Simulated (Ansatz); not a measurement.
# Pressure series in hypothetical rock salt FeP

Base system: FeP in the rock salt structure (space group Fm-3m, No. 225; ferromagnetic; a hypothetical phase, not in the database extracts checked).

```
CELL_PARAMETERS angstrom
      0.00000     2.40086     2.40086
      2.40086     0.00000     2.40086
      2.40086     2.40086     0.00000
ATOMIC_POSITIONS crystal
  P  0.00000 0.00000 0.00000
  Fe 0.50000 0.50000 0.50000
```

Cell and atoms are relaxed at each pressure.

All numbers come from r2SCAN, PAW, 500 eV (Ansatz, a first-principles code; without spin-orbit coupling).

```tsv
change	lattice parameter a	largest site moment
base	9.074 bohr	2.82 μB
pressure −2 GPa	___	2.92 μB
pressure −1 GPa	9.109 bohr	2.87 μB
pressure 0.3 GPa	___	2.80 μB
pressure 0.7 GPa	9.052 bohr	2.79 μB
pressure 1.5 GPa	9.029 bohr	2.76 μB
pressure 3 GPa	8.988 bohr	___
pressure 5 GPa	8.935 bohr	2.64 μB
pressure 7.5 GPa	8.876 bohr	2.57 μB
pressure 10 GPa	8.825 bohr	2.51 μB
```

Q: Complete the table.

A: 
- pressure −2 GPa, lattice parameter a: 9.149 bohr
- pressure 0.3 GPa, lattice parameter a: 9.064 bohr
- pressure 3 GPa, largest site moment: 2.71 μB

Other magnetic orders, which the real material may have, were not ruled out. Load acts through the strain it causes; cell and atoms are relaxed under it. Whether these cells are dynamically stable was not tested. No other phases were tried under pressure.
